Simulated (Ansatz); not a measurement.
Consider WSi₂ (space group I4/mmm, No. 139; a = 3.185 Å, c = 7.773 Å; relaxed with 0.1 eV smearing). Axes: x, y, z lie along a, b, c of the conventional cell.

Level of theory: plane-wave PAW DFT at the LDA level (Ansatz, a quantum-chemistry and plane-wave program, 420 eV), no spin-orbit coupling.

Base values:

| Quantity | Result |
|---|---|
| Pressure | 0.0 GPa |
| Shortest interatomic distance | 2.571 Å |

Perturbation: biaxial strain −2.50 %, plane normal [001], relaxed out of plane (Cartesian); in-plane vectors clamped, the third vector and the atoms free.

Question: What does the calculation give for the pressure and shortest interatomic distance after the change?

Answer: The pressure (mean of the normal stresses, compression positive) goes from zero to 9.9 GPa; the shortest interatomic distance decreases by 0.0164 Å (2.571 Å → 2.554 Å).

No phonon test of stability was made. The final runs are not spin-polarised.
